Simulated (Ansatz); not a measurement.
A relaxation of cell and atoms of HfBe3 (P6_3/mmc, 8 atoms in the cell) with Ansatz (an electronic-structure program).

Computed with PBE (plane waves, PAW; Ansatz).

```yaml
crystal:
  lattice:
    - [5.32125, 0.00000, 0.00000]
    - [-2.66063, 4.60834, 0.00000]
    - [0.00000, 0.00000, 4.26806]
  atoms:
    - { symbol: Be, position: [0.83920, 0.67840, 0.25000] }
    - { symbol: Be, position: [0.16080, 0.83920, 0.75000] }
    - { symbol: Be, position: [0.32160, 0.16080, 0.25000] }
    - { symbol: Be, position: [0.16080, 0.32160, 0.75000] }
    - { symbol: Be, position: [0.83920, 0.16080, 0.25000] }
    - { symbol: Be, position: [0.67840, 0.83920, 0.75000] }
    - { symbol: Hf, position: [0.33333, 0.66667, 0.25000] }
    - { symbol: Hf, position: [0.66667, 0.33333, 0.75000] }
```

Reference input (self-consistent single point, DFT, PBE, plane waves, default PAW files): basis.ecutwfc = 420 eV; kpoints.mp_grid.grid = 6 6 6; hamiltonian.xc = pbe; hamiltonian.pseudopotentials = {kind: paw}, with the files named one by one; scf.occupations.method = methfessel_paxton; scf.occupations.width = 0.1 eV. This run's input differs from it in these lines:

```diff
@@ -31,2 +31,4 @@
     width: 0.1
+relax:
+  cell: {}
 output:
```

Output, abridged:

```
   [... SCF lines of the steps left out ...]
relax step   1: F+E_penalty+E_count = -31998.95511168 eV  Δ(F+E_penalty+E_count) = +0.000e0 eV  max|allowed force component| = 4.569e-1 eV/Å  Δτ_max = 0.0000 Å  P = -9.056 GPa  Ω = 104.662 Å³  (7 SCF iters, dr2 threshold 1.00e-7 eV, accepted)
relax step   2: F+E_penalty+E_count = -31999.56369669 eV  Δ(F+E_penalty+E_count) = -6.086e-1 eV  max|allowed force component| = 5.389e-1 eV/Å  Δτ_max = 0.0419 Å  P = -3.605 GPa  Ω = 97.956 Å³  energy of the carried Pulay correction = +1.453e-3 eV  [...]
   [... lines left out ...]
relax step   8: F+E_penalty+E_count = -32000.29969652 eV  Δ(F+E_penalty+E_count) = -1.787e-5 eV  max|allowed force component| = 3.521e-4 eV/Å  Δτ_max = 0.0000 Å  P = +0.010 GPa  Ω = 93.984 Å³  energy of the carried Pulay correction = +2.360e-3 eV  [...]
relax step   9: F+E_penalty+E_count = -32000.29907646 eV  Δ(F+E_penalty+E_count) = +6.201e-4 eV  max|allowed force component| = 2.648e-4 eV/Å  Δτ_max = 0.0000 Å  P = +0.003 GPa  Ω = 93.984 Å³  stress off target by 7.58e-3 GPa  SCF on the basis [...]
basis re-selected at this cell: Δ(F+E_penalty+E_count) = +6.201e-4 eV, ΔP = -0.007 GPa vs the last step
the relaxation is at rest under the 24 symmetry operations that the run kept from its start: a minimum is not shown …
Stability not checked (fill_not_monotonic)
Free energy (F): -32000.299076 eV
Internal energy: -32000.301511 eV  (E = F + TS)
   [... lines left out ...]
Fermi energy:    12.587722 eV
  cell:  # Å, volume = 93.9837 Å³
   [... lines left out ...]
    - { symbol: Be, position: [0.1328373751468411, 0.26567475029368215, 0.75] }
    - { symbol: Be, position: [0.8671626248531591, 0.1328373751468411, 0.25] }
    - { symbol: Be, position: [0.734325249706318, 0.867162624853159, 0.75] }
    - { symbol: Hf, position: [0.3333333333333333, 0.6666666666666666, 0.25] }
    - { symbol: Hf, position: [0.6666666666666667, 0.33333333333333326, 0.75] }
```

The run converged. 

Summary of the result:
```
Property                                                                                              Result
-----------------------------------------------  -----------------------------------------------------------
Free energy E − TS (on the zero of these files)                                               -32000.2991 eV
Fermi level (on the code's own zero)                                                                12.59 eV
Pressure                                                                                            0.00 GPa
Final cell                                       a = b = 5.4882 Å, c = 3.6030 Å, α = β = 90.00°, γ = 120.00°
Final volume per atom                                                                               11.75 Å³
Relaxation steps                                                                                           9
```

The starting cell was generated: these elements placed on a structure prototype, without a prior relaxation; it need not be a known phase or ordering of this composition. The relaxation keeps the symmetry of its start, so its end need not be a minimum. Ansatz's pressure includes its estimate of the finite-basis (Pulay) stress.

Cost on one core of a shared machine: roughly 70 s.

Keys are those of Ansatz 0.2.
